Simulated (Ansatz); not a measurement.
The reference is BaHfO3 in the cubic perovskite structure (space group Pm-3m, No. 221; a = 4.158 Å).

Levels (all Ansatz, a quantum-chemistry and plane-wave program, PAW): PBEsol (420 eV, no spin-orbit coupling); PBEsol+SOC (420 eV, with spin-orbit coupling).

The geometry is relaxed with PBEsol.

* **PBEsol pressure**: 0.00 GPa
* **PBEsol gap character**: indirect, R → Γ
* **PBEsol width of the top valence band**: 0.81 eV

Task: Predict the pressure, gap character, width of the top valence band and hole mass from PBEsol+SOC.

Result: The pressure goes from zero to -0.17 GPa; the gap character changes from indirect, R → Γ to direct at Γ; the width of the top valence band hardly moves (0.81 eV against 0.80 eV); the hole mass (degenerate bands, along [100]) is 0.86, 2.3 mₑ (at R).

Single points use the geometry relaxed with PBEsol. Differences between runs with and without spin-orbit coupling are approximate. With Hf present, leaving out spin-orbit coupling can change the band edges. Masses are band curvatures over ±0.01 Å⁻¹ around the edge. Stability against distortions was not tested. The base started in P4mm and relaxed to Pm-3m at this level.
